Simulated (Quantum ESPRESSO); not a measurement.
Checking a run of Quantum ESPRESSO on HfSiO4 (I4_1/amd, 12 atoms in the cell). The aim is a self-consistent single point with DFT, LDA (PZ), plane waves, GBRV 1.5 ultrasoft (LDA) pseudopotentials.

Cell that was meant: a = 5.4429 Å, b = 5.4429 Å, c = 5.4429 Å, α = 107.03°, β = 107.03°, γ = 114.47°.

Part of the input:

```fortran
Hf    0.7500000000    0.2500000000    0.5000000000
Si    0.2500000000    0.7500000000    0.5000000000
Si    0.5000000000    0.5000000000    0.0000000000
O     0.1300000000    0.3200000000    0.8100000000
O     0.0700000000    0.7500000000    0.6900000000
O     0.5000000000    0.3200000000    0.1900000000
O     0.0700000000    0.3800000000    0.3100000000
O     0.6200000000    0.9300000000    0.6900000000
O     0.6800000000    0.8700000000    0.1900000000
O     0.2500000000    0.9300000000    0.3100000000
O     0.6800000000    0.5000000000    0.8100000000
K_POINTS {automatic}
3 3 3  0 0 0
CELL_PARAMETERS {bohr}
```

Log, with long lists cut:

```
     Message from routine setup:
     using ibrav=0 with symmetry is DISCOURAGED, use correct ibrav instead
     G-vector sticks info
   [... lines left out ...]
        k(    8) = (   0.0000000   0.2802949  -0.3079702), wk =   0.2962963
        k(    9) = (   0.2802949  -0.5605898   0.3079702), wk =   0.1481481
        k(   10) = (  -0.2802949   0.5605898   0.3079702), wk =   0.1481481

     Dense  grid:    80483 G-vectors     FFT dimensions: (  60,  60,  60)

     Smooth grid:    28523 G-vectors     FFT dimensions: (  48,  48,  48)

     Initial potential from superposition of free atoms

     starting charge      75.9988, renormalised to      80.0000

     negative rho (up, down):  2.221E-01 0.000E+00
     Self-consistent Calculation

     iteration #  1     ecut=    40.00 Ry     beta= 0.70

     negative rho (up, down):  2.182E-01 0.000E+00

     total energy              =    -595.69744318 Ry
     estimated scf accuracy    <       2.02094810 Ry

     iteration #  2     ecut=    40.00 Ry     beta= 0.70

     negative rho (up, down):  2.212E-01 0.000E+00

     total energy              =    -596.14276165 Ry
     estimated scf accuracy    <       1.52142668 Ry

     iteration #  3     ecut=    40.00 Ry     beta= 0.70

     negative rho (up, down):  2.243E-01 0.000E+00

     total energy              =    -596.46313985 Ry
     estimated scf accuracy    <       0.01576842 Ry

   [... 6 blocks of this kind left out ...]

     iteration # 10     ecut=    40.00 Ry     beta= 0.70

     negative rho (up, down):  2.257E-01 0.000E+00

     total energy              =    -596.46955987 Ry
     estimated scf accuracy    <          5.8E-09 Ry

     iteration # 11     ecut=    40.00 Ry     beta= 0.70

     negative rho (up, down):  2.257E-01 0.000E+00
     End of self-consistent calculation

     the Fermi energy is     8.8285 ev

!    total energy              =    -596.46955987 Ry
     estimated scf accuracy    <          2.7E-11 Ry
     smearing contrib. (-TS)   =      -0.00000000 Ry
     internal energy E=F+TS    =    -596.46955987 Ry

     convergence has been achieved in  11 iterations

     negative rho (up, down):  2.257E-01 0.000E+00

     Forces acting on atoms (cartesian axes, Ry/au):

     atom    1 type  1   force =    -0.00038082    0.00038082    0.00000000
     atom    2 type  1   force =     0.00038082   -0.00038082   -0.00000000
     atom    3 type  2   force =    -0.01171407    0.01171407    0.00000000
     atom    4 type  2   force =     0.01171407   -0.01171407    0.00000000
   [... lines left out ...]
     Total force =     0.085379     Total SCF correction =     0.000010
   [... lines left out ...]

     negative rho (up, down):  2.257E-01 0.000E+00
          total   stress  (Ry/bohr**3)                   (kbar)     P=       36.87
   0.00025808  -0.00001187   0.00000983           37.97       -1.75        1.45
  -0.00001187   0.00025808   0.00000983           -1.75       37.97        1.45
   0.00000983   0.00000983   0.00023582            1.45        1.45       34.69

   JOB DONE.
```

Question: Can these results be used? Check the input.

Answer: The run is not sound. The fault is a symmetry setting or precision that does not fit the structure (positions typed to 2 decimals). The symmetry that a program finds or is told must be the symmetry of the typed structure; rounding, a loose tolerance or a wrong group changes the k-points, forces and stress that it works with. To fix it, let the typed structure, the tolerance and any stated group agree. The run converged in 11 iterations without an error; against the sound input the free energy goes up by 4.8 meV/atom, the pressure goes from 5.07 to 3.69 GPa, the largest force goes from 0.467 to 0.812 eV/Å and the gap on the mesh goes from 5.598 to 5.661 eV.

The sound input it was made from differs as follows (other fixes are possible):
```diff
-O     0.1300000000    0.3200000000    0.8100000000
-O     0.0700000000    0.7500000000    0.6900000000
-O     0.5000000000    0.3200000000    0.1900000000
-O     0.0700000000    0.3800000000    0.3100000000
-O     0.6200000000    0.9300000000    0.6900000000
-O     0.6800000000    0.8700000000    0.1900000000
-O     0.2500000000    0.9300000000    0.3100000000
-O     0.6800000000    0.5000000000    0.8100000000
+O     0.1340900000    0.3192000000    0.8148900000
+O     0.0692000000    0.7543100000    0.6851100000
+O     0.5043100000    0.3192000000    0.1851100000
+O     0.0692000000    0.3840900000    0.3148900000
+O     0.6159100000    0.9308000000    0.6851100000
+O     0.6808000000    0.8659100000    0.1851100000
+O     0.2456900000    0.9308000000    0.3148900000
+O     0.6808000000    0.4956900000    0.8148900000
```

With that input, the run converged in 9 iterations: free energy E − TS -8115.4390 eV; top of the valence band (on the code's own zero) 8.49 eV; gap on the k-point mesh 5.60 eV; pressure 5.07 GPa; largest force (vector length) 0.467 eV/Å (DFT, LDA (PZ), plane waves, GBRV 1.5 ultrasoft (LDA) pseudopotentials).

On the sound input: the starting cell comes from a database of computed structures (which also holds hypothetical and non-ambient phases and stackings), without a prior relaxation at this level. Its lattice was rescaled by a random factor within 2.5 % of one. Spin-orbit coupling is off. With a pressure of about 5 GPa the cell is away from its equilibrium volume at this level.
